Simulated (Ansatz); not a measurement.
# Response to strain in AlN

The parent structure is AlN in the wurtzite structure (space group P6_3mc, No. 186).

```yaml
crystal:
  lattice:
    - [3.08878, 0.00000, 0.00000]
    - [-1.54439, 2.67496, 0.00000]
    - [0.00000, 0.00000, 4.94326]
  atoms:
    - { symbol: Al, position: [0.33333, 0.66667, 0.00000] }
    - { symbol: Al, position: [0.66667, 0.33333, 0.50000] }
    - { symbol: N, position: [0.33333, 0.66667, 0.38200] }
    - { symbol: N, position: [0.66667, 0.33333, 0.88200] }
```

Cartesian axes are those of the cell as printed.

Strains are applied to the cell and any free atomic positions relax.

All numbers come from LDA (Ansatz, a program for electronic structure, PAW, scalar-relativistic without spin-orbit coupling).

Notes on the quantities. pressure: mean of the normal stresses, compression positive; energy relative to the base: free energy F.

| case | pressure | shortest interatomic distance | energy relative to the base | width of the top valence band | electron mass |
|---|---|---|---|---|---|
| base | -0.01 GPa | 1.876 Å | 0 meV/atom | 2.44 eV | 0.32 mₑ (at Γ) |
| uniaxial strain ε_zz = −3.00 % | 6.23 GPa | 1.861 Å | +10 meV/atom | 2.67 eV | 0.33 mₑ (at Γ) |
| uniaxial strain ε_zz = −2.40 % | 4.94 GPa | 1.864 Å | +6.7 meV/atom | 2.62 eV | 0.33 mₑ (at Γ) |
| uniaxial strain ε_zz = −1.80 % | 3.67 GPa | 1.867 Å | +3.8 meV/atom | 2.58 eV | 0.32 mₑ (at Γ) |
| uniaxial strain ε_zz = −1.20 % | 2.42 GPa | 1.870 Å | +1.7 meV/atom | 2.53 eV | 0.32 mₑ (at Γ) |
| uniaxial strain ε_zz = −0.60 % | 1.20 GPa | 1.873 Å | +0.4 meV/atom | 2.48 eV | 0.32 mₑ (at Γ) |

The levels and masses belong to the bands next to the band gap. Effective masses come from finite differences of ±0.01 Å⁻¹. Stability against distortions was not tested.
